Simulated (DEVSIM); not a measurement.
Device: Schottky contact on n-type GaAs, at 300 K.

```tsv
layer (left to right)	material	thickness (μm)	Nd (cm⁻³)	τn (s)	τp (s)
1	GaAs	8.30	1.2e15	6.9e-9	6.9e-9
```

Left contact: Schottky, work function 4.76 eV, emission velocity 3.1e6 cm/s. Right contact: ohmic. Voltage is applied to the left contact. Recombination: SRH at mid-gap. Mobility is μmin + (μ − μmin)/(1 + (N/Nref)^α).

The device is made up for the run: typed textbook-type constants, with dimensions and the other settings drawn at random. Values at 300 K.

| parameter | GaAs |
|---|---|
| gap (eV) | 1.424 |
| affinity (eV) | 4.07 |
| permittivity | 12.9 |
| Nc (cm⁻³) | 4.7e17 |
| Nv (cm⁻³) | 9e18 |
| μn (cm²/Vs) | 8500 |
| μp (cm²/Vs) | 400 |
| μn,min | 500 |
| μp,min | 20 |
| Nref,n | 6e16 |
| Nref,p | 1.5e17 |
| αn | 0.39 |
| αp | 0.38 |

Model (solved in DEVSIM): 1D drift-diffusion, Boltzmann statistics, complete ionisation; no tunnelling, impact ionisation, image-force lowering or self-heating. Metal contacts follow the ideal Schottky-Mott rule: no Fermi-level pinning, no interface dipoles.

The thickness of layer 1 was swept, all else fixed.

```tsv
thickness of layer 1 (μm)	dark forward voltage at 100 A/cm² (V)
1.7	0.506
2.9	0.516
5	0.532
8.3	0.554
14	0.596
25	0.678
42	0.802
```

From the first row to the last the dark forward voltage at 100 A/cm² goes from 0.506 to 0.802.
